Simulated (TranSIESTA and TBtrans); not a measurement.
Junction: Na chain with one bond stretched by 1.5 Å. Leads: straight Na chain, spacing 3.3 Å. Geometry: as built, not relaxed. Transport runs along z; the first 6 and the last 6 of the 18 atoms are the lead cells, repeated to infinity.

```xyz
18
Lattice="9.000 0.000 0.000 0.000 9.000 0.000 0.000 0.000 60.900" Properties=species:S:1:pos:R:3 pbc="F F T"
Na     4.500     4.500     0.000
Na     4.500     4.500     3.300
Na     4.500     4.500     6.600
Na     4.500     4.500     9.900
Na     4.500     4.500    13.200
Na     4.500     4.500    16.500
Na     4.500     4.500    19.800
Na     4.500     4.500    23.100
Na     4.500     4.500    26.400
Na     4.500     4.500    31.200
Na     4.500     4.500    34.500
Na     4.500     4.500    37.800
Na     4.500     4.500    41.100
Na     4.500     4.500    44.400
Na     4.500     4.500    47.700
Na     4.500     4.500    51.000
Na     4.500     4.500    54.300
Na     4.500     4.500    57.600
```

Run with TranSIESTA and TBtrans (open boundaries, self-consistent; PseudoDojo norm-conserving potentials, scalar-relativistic): PAO.BasisSize DZP, PAO.EnergyShift 0.15 eV, XC.Authors PBE, Mesh.Cutoff 200 Ry, ElectronicTemperature 300 K, TS.Voltage 0.0 eV, TBT.Elecs.Eta 0.001 eV, no spin polarisation.

Energies count from the leads' Fermi level. Transmissions are for one spin of a degenerate pair. The energy step is 0.01 eV; narrower resonances are cut or missed.

| E (eV) | T |
|---|---|
| -0.20 | 0.656 |
| -0.15 | 0.678 |
| -0.10 | 0.694 |
| -0.05 | 0.706 |
| 0.00 | 0.715 |
| 0.05 | 0.721 |
| 0.10 | 0.726 |
| 0.15 | 0.729 |
| 0.20 | 0.731 |

Task: Give the zero-bias conductance in μS and the resistance at 300 K.

Result: At the Fermi level T = 0.715. Averaged with −∂f/∂E over the full grid (kT = 25.9 meV) it is 0.714. With G0 = 2e²/h = 77.48 μS, G = 55.3 μS and R = 1/G = 18.1 kΩ.

Task: The eigenchannels at the Fermi level transmit 0.715. What Fano factor of the shot noise follows at low temperature and bias?

Result: F = Σ τ(1 − τ)/Σ τ = 0.204/0.715 = 0.29.

The straight chain is held at its spacing; free chains may zigzag or dimerise. No spin-polarised start was tried, so a magnetic state, if there is one, is missed.
